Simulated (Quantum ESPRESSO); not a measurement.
**Habitual settings against a tight run: Ti (P6_3/mmc, 2 atoms in the cell)**

Self-consistent single point.

```
Ti
1.0
    2.90784     0.00000     0.00000
   -1.45392     2.51826     0.00000
    0.00000     0.00000     4.59677
Ti
2
Direct
  0.33333   0.66667   0.25000
  0.66667   0.33333   0.75000
```

Computed with PBEsol, GBRV 1.5 ultrasoft (PBESOL) pseudopotentials (plane waves; Quantum ESPRESSO).

Base settings: ecutwfc = 50 Ry; ecutrho = 400 Ry; occupations = smearing; smearing = fd; degauss = 0.0073499 Ry; potentials = {Ti: ti_pbesol_v1.4.uspp.F.UPF}; K_POINTS = automatic 13 13 7 0 0 0; conv_thr = 1e-10 Ry; mixing_beta = 0.5.

Tight run (finer mesh or higher cutoff; not a proven limit): ecutwfc: 50 Ry → 70 Ry; ecutrho: 400 Ry → 560 Ry; conv_thr: 1e-10 Ry → 7.3e-11 Ry; K_POINTS: automatic 13 13 7 0 0 0 → automatic 18 18 10 0 0 0. It gave Fermi level (on the code's own zero) 13.76 eV; pressure -0.70 GPa.

Quick runs, as changes from the base:
- A: the base itself
- B: ecutwfc: 50 Ry → 30 Ry; ecutrho: 400 Ry → 240 Ry; degauss: 0.0073499 Ry → 0.0147 Ry; conv_thr: 1e-10 Ry → 7.3e-06 Ry; pseudopotentials: {Ti: ti_pbesol_v1.4.uspp.F.UPF} → {Ti: ti_lda_v1.4.uspp.F.UPF}; K_POINTS: automatic 13 13 7 0 0 0 → automatic 1 1 1 0 0 0 [LDA (PZ)]
- C: ecutwfc: 50 Ry → 35 Ry; ecutrho: 400 Ry → 280 Ry; degauss: 0.0073499 Ry → 0.036749 Ry; pseudopotentials: {Ti: ti_pbesol_v1.4.uspp.F.UPF} → {Ti: ti_lda_v1.4.uspp.F.UPF}; K_POINTS: automatic 13 13 7 0 0 0 → automatic 4 4 4 0 0 0 [LDA (PZ)]
- D: ecutwfc: 50 Ry → 30 Ry; ecutrho: 400 Ry → 240 Ry; K_POINTS: automatic 13 13 7 0 0 0 → automatic 6 6 6 1 1 1
- E: ecutwfc: 50 Ry → 25 Ry; ecutrho: 400 Ry → 200 Ry; K_POINTS: automatic 13 13 7 0 0 0 → automatic 8 8 8 0 0 0
- F: ecutwfc: 50 Ry → 25 Ry; ecutrho: 400 Ry → 200 Ry; smearing: fd → gauss; degauss: 0.0073499 Ry → 0.019992 Ry; conv_thr: 1e-10 Ry → 7.3e-06 Ry; K_POINTS: automatic 13 13 7 0 0 0 → automatic 4 4 4 0 0 0

Energies are extrapolated to zero smearing width, which holds to low order in the width alone (under cold and Methfessel-Paxton smearing the free energy itself is taken).

Dashes: energy of B, C, another energy zero; pressure of B, F, not trusted under this conv_thr with d or f elements.

† marks runs with another functional, U, potentials or spin treatment: their distance from the tight run is not a convergence error alone.

The count of work is k-points × plane waves × bands × iterations; it is no time. 

The starting cell comes from a database of computed structures (which also holds hypothetical and non-ambient phases and stackings), without a prior relaxation at this level. Its lattice was rescaled by a random factor within 2.5 % of one. Spin polarisation is off.

| run | energy less tight (meV/atom) | pressure less tight (GPa) | count of work / tight |
|---|---|---|---|
| A | 1.8 | 0.10 | 0.23 |
| B† | – | – | 0.0025 |
| C† | – | 1.55 | 0.019 |
| D | 13.0 | -0.98 | 0.045 |
| E | 136.1 | -9.64 | 0.045 |
| F | 127.7 | – | 0.0049 |

Among the runs at the tight run's level, the energy misses run from 1.8 to 136.1 meV/atom.
